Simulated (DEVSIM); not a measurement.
**Si p+/n-/n+ power diode**

Device: Si p+/n-/n+ power diode, at 250 K.

| layer (left to right) | material | thickness (μm) | Nd (cm⁻³) | Na (cm⁻³) | τn (s) | τp (s) |
|---|---|---|---|---|---|---|
| 1 | Si | 0.840 | - | 1.3e18 | 1.7e-5 | 1.7e-6 |
| 2 | Si | 12.0 | 1e15 | - | 1.7e-6 | 1.7e-6 |
| 3 | Si | 1.20 | 2.6e18 | - | 1.7e-6 | 1.7e-6 |

Left contact: ohmic. Right contact: ohmic. Voltage is applied to the left contact. Recombination: SRH at mid-gap. Mobility is constant in doping.

The device is made up for the run: typed textbook-type constants, with dimensions and the other settings drawn at random. Values at 300 K; Nc and Nv go as T^1.5, mobilities as T to minus their exponent, the gap by Varshni's rule with the affinity fixed.

```tsv
parameter	Si
gap (eV)	1.124
affinity (eV)	4.05
permittivity	11.7
Nc (cm⁻³)	2.86e19
Nv (cm⁻³)	3.1e19
μn (cm²/Vs)	1417
μp (cm²/Vs)	470
T exponent of μn	2.3
T exponent of μp	2.2
Varshni α (eV/K)	0.000473
Varshni β (K)	636
```

DEVSIM, 1D drift-diffusion, Boltzmann statistics, complete ionisation; no tunnelling, impact ionisation, image-force lowering or self-heating.

| Property | Result |
|---|---|
| Potential step across the device at zero bias | 1.028 V |
| Dark forward voltage at 1 A/cm² | 0.756 V |
| Dark forward voltage at 100 A/cm² | 0.867 V |

Dark forward current:

| V (V) | J (A/cm²) |
|---|---|
| 0.05 | 6.4e-11 |
| 0.10 | 2.6e-10 |
| 0.20 | 3.2e-9 |
| 0.25 | 1.1e-8 |
| 0.35 | 1.4e-7 |
| 0.40 | 5.8e-7 |
| 0.50 | 2.0e-5 |
| 0.55 | 0.00016 |
| 0.65 | 0.014 |
| 0.70 | 0.11 |
| 0.80 | 6.5 |
| 0.85 | 53 |
| 0.95 | 1800 |
| 1.00 | 6100 |

Dark reverse current:

```json
[
 {"V (V)": "-2.00", "J (A/cm²)": "-4.2e-10"},
 {"V (V)": "-5.00", "J (A/cm²)": "-7.5e-10"},
 {"V (V)": "-10.00", "J (A/cm²)": "-1.1e-9"},
 {"V (V)": "-15.00", "J (A/cm²)": "-1.4e-9"},
 {"V (V)": "-20.00", "J (A/cm²)": "-1.7e-9"},
 {"V (V)": "-30.00", "J (A/cm²)": "-2.1e-9"},
 {"V (V)": "-40.00", "J (A/cm²)": "-2.5e-9"},
 {"V (V)": "-50.00", "J (A/cm²)": "-2.8e-9"},
 {"V (V)": "-65.00", "J (A/cm²)": "-3.2e-9"},
 {"V (V)": "-80.00", "J (A/cm²)": "-3.6e-9"},
 {"V (V)": "-100.00", "J (A/cm²)": "-4.1e-9"}
]
```
